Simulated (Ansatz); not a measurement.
Effect of tensor shear ε_xy = +2.00 % on Cu

The reference is Cu in the fcc (Cu type) structure (space group Fm-3m, No. 225; a = 3.518 Å; relaxed with 0.1 eV smearing). Axes: x, y, z lie along the cube axes.

Modification: tensor shear ε_xy = +2.00 % (engineering shear γ = 0.0400), atoms relaxed at fixed cell.

Level of theory: DFT with LDA, PAW potentials and a 420 eV plane-wave cutoff in Ansatz (a quantum-chemistry and plane-wave program), no SOC. Γ-centred 32×32×32 mesh, Fermi–Dirac width 0.1 eV.

The volume per atom is nearly the same (10.89 Å³ against 10.88 Å³) and the space group goes from Fm-3m (No. 225) to Immm (No. 71). The energy goes up by 5.5 meV/atom and the pressure (mean of the normal stresses, compression positive) goes from zero to 0.3 GPa. The band gap is still zero and the stress (xx, yy, zz, yz, xz, xy; compression positive) amounts to (0.5, 0.5, -0.1, 0.0, 0.0, -4.0) GPa.

The cells carry an imposed strain or load. No phonon test of stability was made. The final runs are not spin-polarised.
